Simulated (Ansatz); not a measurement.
Short convergence ladders for FeGe (P6mm, 6 atoms in the cell)

```
CELL_PARAMETERS angstrom
      4.97261     0.00000     0.00000
     -2.48631     4.30641     0.00000
      0.00000     0.00000     4.09518
ATOMIC_POSITIONS crystal
  Fe 0.50000 0.00000 0.00000
  Fe 0.50000 0.50000 0.00000
  Fe 0.00000 0.50000 0.00000
  Ge 0.00000 0.00000 0.01221
  Ge 0.33333 0.66667 0.50000
  Ge 0.66667 0.33333 0.50000
```
Moments meant for the start (each program seeds them in its own way; μB, in the order of the atoms Fe Fe Fe Ge Ge Ge): 4.0 4.0 4.0 0.0 0.0 0.0.

Base method: LDA (PW92), default PAW files made with PBE (plane waves; Ansatz, a program for electronic structure).

Base settings: basis.ecutwfc = 420 eV; kpoints.mp_grid.grid = 3 3 3; hamiltonian.xc = lda; hamiltonian.pseudopotentials = {kind: paw} (the program's default PAW files); magnetization.spin_polarized = true; scf.occupations.method = fermi_dirac; scf.occupations.width = 0.1 eV.

The count of work is k-points × plane waves × bands × iterations; it is no time. Core times come from one kind of shared machine, to one figure; runs under 30 s give none.

**The cutoff for other potential files**

Level: DFT, LDA (PW92), plane waves, harder PAW files (source: ansatz) made with PBE.

In this ladder: hamiltonian.pseudopotentials = {kind: paw, source: ansatz}.

The second cell is the first with its lattice scaled by 0.98.

The mesh stays at the base's, so the ladder's end is converged at best in this setting alone.

The first pressure column holds Ansatz's estimate of the finite-basis (Pulay) stress, which hides part of the cutoff error; the other is without it.

Only quantities that move along the ladder and can be compared are tabulated.

| basis.ecutwfc | free energy less the last step's (meV/atom) | energy of the compressed cell less the first (meV/atom) | pressure (GPa) | pressure without the Pulay estimate (GPa) | largest difference of a force vector from the last step's (eV/Å) | count of work / last |
|---|---|---|---|---|---|---|
| 380 eV | 9998.26 | 0.75 | -19.28 | -471.71 | 0.046 | 0.099 |
| 465 eV | 2382.68 | -52.01 | -13.39 | -159.25 | 0.017 | 0.13 |
| 590 eV | 192.59 | -47.97 | -12.41 | -30.82 | 0.003 | 0.19 |
| 715 eV | 9.16 | -44.49 | -12.18 | -13.43 | 0.000 | 0.25 |
| 845 eV | 0.47 | -44.26 | -12.17 | -12.22 | 0.000 | 0.31 |
| 1015 eV | 0.16 | -44.25 | -12.17 | -12.17 | 0.000 | 0.43 |
| 1265 eV | 0.04 | -44.25 | -12.17 | -12.17 | 0.000 | 0.60 |
| 1690 eV | 0.00 | -44.25 | -12.17 | -12.17 | 0.000 | 1.0 |

Coarsest basis.ecutwfc that holds the energy of the compressed cell less the first within 0.2 meV/atom of the last step, with all finer ones: 845 eV, at 0.31 of the last step's count of work; the step before is off by 0.23 meV/atom.

Coarsest basis.ecutwfc that holds the pressure within 0.5 GPa of the last step, with all finer ones: 590 eV, at 0.19 of the last step's count of work; the step before is off by 1.2 GPa.

Coarsest basis.ecutwfc that holds the forces within 0.01 eV/Å of the last step, with all finer ones: 590 eV, at 0.19 of the last step's count of work; the step before is off by 0.017 eV/Å.

The energy difference between the two cells stays within 1 meV/atom of the last step's from 715 eV on, the total only from 845 eV on: much of the error is common to both cells and cancels.

At the lowest cutoff the pressure without the Pulay estimate lies 460 GPa under the last step's, the usual sign of Pulay stress in an incomplete plane-wave basis.

**The density cutoff**

The second cell is the first with its lattice scaled by 0.98.

The mesh stays at the base's, so the ladder's end is converged at best in this setting alone.

Only quantities that move along the ladder and can be compared are tabulated.

| basis.ecutrho_ratio | free energy less the last step's (meV/atom) | energy of the compressed cell less the first (meV/atom) | pressure (GPa) | largest difference of a force vector from the last step's (eV/Å) |
|---|---|---|---|---|
| 2 | -14.08 | -45.35 | -11.27 | 0.009 |
| 3 | -0.33 | -44.53 | -12.18 | 0.000 |
| 4 | -0.02 | -44.51 | -12.20 | 0.000 |
| 5 | -0.01 | -44.51 | -12.20 | 0.000 |
| 6 | 0.00 | -44.51 | -12.20 | 0.000 |
| 8 | 0.00 | -44.51 | -12.20 | 0.000 |
| 10 | 0.00 | -44.51 | -12.20 | 0.000 |
| 12 | 0.00 | -44.51 | -12.20 | 0.000 |
| 16 | 0.00 | -44.51 | -12.20 | 0.000 |

Coarsest basis.ecutrho_ratio that holds the forces within 0.005 eV/Å of the last step, with all finer ones: 3; the step before is off by 0.009 eV/Å.

Coarsest basis.ecutrho_ratio that holds the free energy within 0.5 meV/atom of the last step, with all finer ones: 3; the step before is off by 14 meV/atom.

Coarsest basis.ecutrho_ratio that holds the pressure within 0.5 GPa of the last step, with all finer ones: 3; the step before is off by 0.94 GPa.

The energy difference between the two cells stays within 1 meV/atom of the last step's from 2 on, the total only from 3 on: much of the error is common to both cells and cancels.

**The relaxed cell against the cutoff**

On FeGe (P6/mmm, 6 atoms in the cell): atoms on their sites.

In this ladder: relax = cell and atoms.

The mesh stays at the base's, so the ladder's end is converged at best in this setting alone.

Only quantities that move along the ladder and can be compared are tabulated.

| basis.ecutwfc | relaxed volume (Å³/atom) | relaxation steps | core time / last (rough) |
|---|---|---|---|
| 295 eV | 13.537 | 33 | 2 |
| 355 eV | 13.430 | 10 | 0.7 |
| 420 eV | 13.410 | 7 | 0.6 |
| 505 eV | 13.411 | 5 | 0.5 |
| 630 eV | 13.410 | 5 | 0.7 |
| 840 eV | 13.409 | 5 | 1 |

Coarsest basis.ecutwfc that holds the relaxed volume within 0.027 Å³/atom of the last step, with all finer ones: 355 eV; the step before is off by 0.13 Å³/atom.

At the lowest cutoff the cell relaxes to a volume 1.0 % larger than at the highest. Ansatz relaxes on a stress corrected for the finite basis.

On the base run: the starting cell comes from a database of computed structures (which also holds hypothetical and non-ambient phases and stackings), without a prior relaxation at this level. Its lattice was rescaled by up to half a per cent. One atom was moved a little off its site on purpose. The magnetic order is the one reached from the typed start; others were not searched systematically. Without a gap this mesh is coarse (it stands for a supercell whose shortest vector is 12 Å).

Left out of this page: 2 runs of the series failed or unconverged.

Keys are those of Ansatz 0.2.
